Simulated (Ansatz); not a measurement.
## Sensitivity of a calculation on CaBr (P1, 2 atoms in the cell) to its settings

```
CaBr
1.0
    3.91702     0.00000     0.00000
   -1.95851     3.39224     0.00000
    0.00000     0.00000     4.34103
Ca Br
1 1
Cartesian
  0.02672  -0.00442   0.00303
 -0.02672   2.26592   2.16748
```

Base run A: PBEsol, default PAW files made with PBE (Ansatz, a first-principles code), self-consistent single point.

Its settings: kpoints.mp_grid.grid = 7 7 5; kpoints.mp_grid.shift = 0.5 0.5 0.5; hamiltonian.xc = pbesol; hamiltonian.pseudopotentials = {kind: paw} (the program's default PAW files); scf.occupations.method = cold; scf.occupations.width = 0.272 eV.

The starting cell comes from a database of computed structures (which also holds hypothetical and non-ambient phases and stackings), without a prior relaxation at this level. Its atoms were displaced at random from the sites of space group no. 187. Ansatz's pressure includes its estimate of the finite-basis (Pulay) stress.

ΔF is the free energy per atom less that of run A. 

```json
[
 {"run": "A", "change": "base", "ΔF (meV/atom)": "0.00", "pressure (GPa)": "-1.57", "largest force (eV/Å)": "0.051", "k-points": "123"},
 {"run": "B", "change": "scf.occupations.method: cold → fermi_dirac; scf.occupations.width: 0.272 eV → 0.05 eV", "ΔF (meV/atom)": "1.08", "pressure (GPa)": "-1.64", "largest force (eV/Å)": "0.053", "k-points": "123"},
 {"run": "C", "change": "scf.convergence.dr2_threshold: default (1e-07 eV) → 1e-08 eV", "ΔF (meV/atom)": "0.00", "pressure (GPa)": "-1.57", "largest force (eV/Å)": "0.051", "k-points": "123"},
 {"run": "D", "change": "kpoints.mp_grid.grid: 7 7 5 → 6 6 4", "ΔF (meV/atom)": "-5.8", "pressure (GPa)": "-1.63", "largest force (eV/Å)": "0.069", "k-points": "72"},
 {"run": "E", "change": "crystal.symmetry.detect: default → false", "ΔF (meV/atom)": "0.00", "pressure (GPa)": "-1.57", "largest force (eV/Å)": "0.051", "k-points": "123"},
 {"run": "F", "change": "scf.occupations.width: 0.272 eV → 0.025 eV", "ΔF (meV/atom)": "10.7", "pressure (GPa)": "-1.85", "largest force (eV/Å)": "0.068", "k-points": "123"},
 {"run": "G", "change": "scf.mixing.preconditioner: default (the program chose none) → kerker_dos", "ΔF (meV/atom)": "0.00", "pressure (GPa)": "-1.57", "largest force (eV/Å)": "0.051", "k-points": "123"},
 {"run": "H", "change": "scf.mixing.algorithm: default (the program chose MSR1) → broyden; scf.mixing.beta: default → 0.7", "ΔF (meV/atom)": "0.00", "pressure (GPa)": "-1.57", "largest force (eV/Å)": "0.051", "k-points": "123"},
 {"run": "I", "change": "scf.eigensolver.kind: default (the program chose band_cg) → davidson", "ΔF (meV/atom)": "0.00", "pressure (GPa)": "-1.57", "largest force (eV/Å)": "0.051", "k-points": "123"}
]
```

Run B against A: The free energy rises by 1.1 meV/atom, the pressure hardly changes (-1.57 to -1.64 GPa) and the largest force hardly changes (0.051 to 0.053 eV/Å).

Run F against A: The free energy goes up by 10.7 meV/atom, the pressure goes from -1.57 to -1.85 GPa and the largest force goes from 0.051 to 0.068 eV/Å.

Run D against A: The free energy goes down by 5.8 meV/atom, the pressure moves little (-1.57 to -1.63 GPa) and the largest force goes from 0.051 to 0.069 eV/Å.

Keys are those of Ansatz 0.2.
